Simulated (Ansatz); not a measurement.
## How the c axis length of Si (model structure, P6₄22, No. 181, 3 atoms in the cell) moves with the method

No measured value is used here.

| level (code) | value (Å) |
|---|---|
| LDA (Ansatz) | 4.058 |
| PBE (Ansatz) | 4.117 |
| PBEsol (Ansatz) | 4.076 |
| PBE-D3(BJ) (Ansatz) | 4.073 |
| r²SCAN (Ansatz) | 4.121 |
| r²SCAN+rVV10 (Ansatz) | 4.114 |

Cutoffs differ between the levels. Ansatz's density-functional and Hartree–Fock values are scalar-relativistic unless marked +SOC, with PAW data made under PBE.

A model structure was made by putting elements into a prototype or built by hand; it is no filed structure, need not be a known phase, and can be a saddle point held by its symmetry.

Ansatz is an electronic-structure program.
